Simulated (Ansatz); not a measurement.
# TiN: Ti vacancy

Take a 24-atom supercell of TiN in the rock salt structure (space group Fm-3m, No. 225; a = 4.247 Å) at its relaxed geometry as the base.

Perturbation: one Ti atom is removed, atoms relaxed at fixed cell, starting from a slightly rattled geometry.

Method: PBE (Ansatz, a quantum-chemistry and plane-wave program; PAW; 420 eV plane waves; scalar-relativistic without spin-orbit coupling). k-mesh 7×5×7 (Γ-centred); smearing 0.05 eV (Fermi–Dirac).

The largest displacement of a host atom from its site in the perfect cell is 0.09 Å and the mean distance from the defect site to its nearest host atoms grows by 0.07 Å (2.12 Å → 2.19 Å).

Final structure:

```xyz
23
Lattice="0.0000 4.2469 4.2469 4.2469 -4.2469 4.2469 4.2469 4.2469 0.0000" Properties=species:S:1:pos:R:3 pbc="T T T"
N     -0.0018    -0.0009     0.0021
N      2.1212     2.1231    -0.0679
N      2.1178    -0.0666     2.1218
N      4.3108     2.1264     2.1217
N      4.2430     0.0012     4.2469
N      6.3664     2.1247     4.2469
N     -0.0719     2.1231     2.1251
N      2.1212     4.3161     2.1251
N      2.1178     2.1264     4.3147
N      4.2408     4.2504     4.2446
N      4.2429     2.1248     6.3704
N      6.3664     4.2482     6.3704
Ti     4.2433     4.2480     2.1234
Ti     4.1823     2.1296     4.1863
Ti     2.1146     0.0617     4.1865
Ti     6.3153     2.1758     6.3193
Ti     4.3033    -0.0591     6.3752
Ti     2.1195     4.2483     4.2465
Ti     4.2431     6.3717     4.2467
Ti     4.1823     0.0618     2.1185
Ti     2.1705    -2.1732     2.1745
Ti     6.3713    -0.0593     4.3076
Ti     4.3035    -2.1271     4.3076
```

The cell is small, so the values are those of an ordered compound at a high defect concentration; dilute-limit values will differ. The final runs are not spin-polarised. An odd electron count without spin: TiN. The defect cell is not spin-polarised.
